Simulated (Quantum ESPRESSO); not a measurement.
A self-consistent single point of HfC (P1, 2 atoms in the cell) with Quantum ESPRESSO.

Method: PBEsol, GBRV 1.5 ultrasoft (PBESOL) pseudopotentials (plane waves; Quantum ESPRESSO).

```
CELL_PARAMETERS angstrom
      0.00000     2.31714     2.31714
      2.31714     0.00000     2.31714
      2.31714     2.31714     0.00000
ATOMIC_POSITIONS crystal
  Hf 0.99959 0.00199 0.00347
  C  0.50041 0.49801 0.49654
```

Reference input (self-consistent single point, DFT, PBE, plane waves, GBRV 1.5 ultrasoft (PBE) pseudopotentials): ecutwfc = 40 Ry; ecutrho = 320 Ry; occupations = smearing; smearing = gaussian; degauss = 0.0073499 Ry; potentials = {Hf: hf_pbe_v1.uspp.F.UPF, C: c_pbe_v1.2.uspp.F.UPF}; K_POINTS = automatic 10 10 10 0 0 0; conv_thr = 1e-10 Ry. This run's input differs from it in these lines:

```diff
@@ -22,4 +22,4 @@
 ATOMIC_SPECIES
-Hf   178.4900  hf_pbe_v1.uspp.F.UPF
-C     12.0110  c_pbe_v1.2.uspp.F.UPF
+Hf   178.4900  hf_pbesol_v1.uspp.F.UPF
+C     12.0110  c_pbesol_v1.2.uspp.F.UPF
 ATOMIC_POSITIONS {crystal}
```

The program printed (abridged):

```
     Self-consistent Calculation

     iteration #  1     ecut=    40.00 Ry     beta= 0.70

     negative rho (up, down):  1.072E-01 0.000E+00

     total energy              =    -169.13527836 Ry
     estimated scf accuracy    <       2.55572615 Ry

     iteration #  2     ecut=    40.00 Ry     beta= 0.70

     negative rho (up, down):  1.084E-01 0.000E+00

     total energy              =    -169.74560456 Ry
     estimated scf accuracy    <       2.20154619 Ry

     iteration #  3     ecut=    40.00 Ry     beta= 0.70

     negative rho (up, down):  1.116E-01 0.000E+00

     total energy              =    -170.15216660 Ry
     estimated scf accuracy    <       0.01414960 Ry

   [... 5 blocks of this kind left out ...]

     iteration #  9     ecut=    40.00 Ry     beta= 0.70

     negative rho (up, down):  1.128E-01 0.000E+00

     total energy              =    -170.15670857 Ry
     estimated scf accuracy    <          8.9E-09 Ry

     iteration # 10     ecut=    40.00 Ry     beta= 0.70

     negative rho (up, down):  1.128E-01 0.000E+00
     End of self-consistent calculation

     Number of k-points >= 100: set verbosity='high' to print the bands.

     the Fermi energy is    15.6032 ev

!    total energy              =    -170.15670857 Ry
     estimated scf accuracy    <          8.9E-11 Ry
     smearing contrib. (-TS)   =      -0.00012519 Ry
     internal energy E=F+TS    =    -170.15658338 Ry

     convergence has been achieved in  10 iterations

     negative rho (up, down):  1.128E-01 0.000E+00

     Forces acting on atoms (cartesian axes, Ry/au):

     atom    1 type  1   force =    -0.00791824   -0.00446072   -0.00231533
     atom    2 type  2   force =     0.00791824    0.00446072    0.00231533

     Total force =     0.013263     Total SCF correction =     0.000003

     negative rho (up, down):  1.128E-01 0.000E+00
          total   stress  (Ry/bohr**3)                   (kbar)     P=      -43.04
  -0.00028573  -0.00000437  -0.00000227          -42.03       -0.64       -0.33
  -0.00000437  -0.00029458  -0.00000127           -0.64      -43.33       -0.19
  -0.00000227  -0.00000127  -0.00029746           -0.33       -0.19      -43.76

   JOB DONE.
```

The run converged in 10 iterations. Against the reference run the pressure goes from 2.47 to -4.30 GPa and the largest force moves little (0.239 to 0.241 eV/Å).

The starting cell comes from a database of computed structures (which also holds hypothetical and non-ambient phases and stackings), without a prior relaxation at this level. Its atoms were displaced at random from the sites of space group no. 225. With a pressure of about -4 GPa the cell is away from its equilibrium volume at this level.

Cost on one core of a shared machine: roughly 70 s.
